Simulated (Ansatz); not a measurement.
Ba2CaTeO6 under a change: O → Se

Take Ba$_{2}$CaTeO$_{6}$ (space group Fm-3m, No. 225; a = 8.409 Å) as the base.

Perturbation: full substitution O → Se; the structure is relaxed again.

The values are results of Ansatz (a first-principles code), r2SCAN, PAW, cutoff 500 eV, scalar-relativistic without spin-orbit coupling, not measurements. k-mesh 8×8×8 (Γ-centred); smearing 0.05 eV (Fermi–Dirac), for the changed cell.

```tsv
quantity	base	changed	shift
volume per atom	14.87 Å³	31.13 Å³	+16.26 Å³
lattice parameter a	8.409 Å	10.758 Å	+2.3484 Å
space group	Fm-3m (No. 225)	Fm-3m (No. 225)	–
shortest interatomic distance	1.930 Å	2.616 Å	+0.686 Å
band gap	4.17 eV	zero	–
```

Cost of the whole job for the changed cell (relaxation, final SCF and bands): roughly 8 core-minutes.

With Te present, leaving out spin-orbit coupling can change the band edges. No phonon test of stability was made. As relaxed here, Ba2CaTeSe6 is a hypothetical phase, not in the database extracts checked. All final runs are without spin polarisation. The zero or small gap of Ba2CaTeSe6 can change with the level of theory.
